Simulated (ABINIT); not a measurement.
Band structure of MgSiH₂O₄ (Pm, 8 atoms in the cell).

```yaml
crystal:
  lattice:
    - [4.33505, 0.00000, 0.00000]
    - [0.00000, 2.85961, 0.00000]
    - [-0.27989, 0.00000, 4.79298]
  atoms:
    - { symbol: Mg, position: [0.50036, 0.50000, 0.47539] }
    - { symbol: Si, position: [0.00098, 0.00000, 0.00247] }
    - { symbol: H, position: [0.97852, 0.00000, 0.51691] }
    - { symbol: H, position: [0.46535, 0.50000, 0.97146] }
    - { symbol: O, position: [0.22371, 0.00000, 0.30909] }
    - { symbol: O, position: [0.24809, 0.50000, 0.85942] }
    - { symbol: O, position: [0.80259, 0.00000, 0.65865] }
    - { symbol: O, position: [0.77189, 0.50000, 0.10642] }
```

Method of the run: LDA (PW92), norm-conserving pseudopotentials (PseudoDojo nc-sr-04 LDA standard) (plane waves; ABINIT).

Settings: pseudos = [Mg.upf, Si.upf, H.upf, O.upf]; ecut = 84 Ry; ixc = 7; occopt = 1; ngkpt = 4 6 4; nshiftk = 1; shiftk = 0 0 0; potentials = PseudoDojo nc-sr-04 LDA standard; kptopt = 1; nstep = 60; tolvrs1 = 1e-12; diemac = 6; ndtset = 2.

The starting cell comes from a database of computed structures (which also holds hypothetical and non-ambient phases and stackings), without a prior relaxation at this level.

Predict the gap along the standard path and the places of the band edges.

The gap along the path is 4.73 eV, from a point between Γ and Y to Γ; the smallest direct gap on it is 4.78 eV.

Levels in eV from the top of the valence band on the SCF mesh, bands 17 to 23:
```tsv
point	17	18	19	20	21	22	23
Γ	-0.70	-0.65	-0.23	-0.05	4.73	7.45	8.74
Y	-1.77	-0.90	-0.43	0.00	6.61	7.60	9.47
H	-1.87	-0.96	-0.38	-0.11	7.04	7.35	9.33
C	-1.88	-0.97	-0.38	-0.11	7.05	7.35	9.37
E	-1.74	-1.43	-0.94	-0.73	7.25	9.67	9.88
M1	-1.74	-1.43	-0.94	-0.73	7.25	9.68	9.83
A	-1.92	-1.88	-0.96	-0.52	8.59	9.97	10.60
X	-0.90	-0.75	-0.73	-0.12	6.44	7.33	8.68
H1	-1.87	-0.96	-0.38	-0.11	7.04	7.35	9.33
```
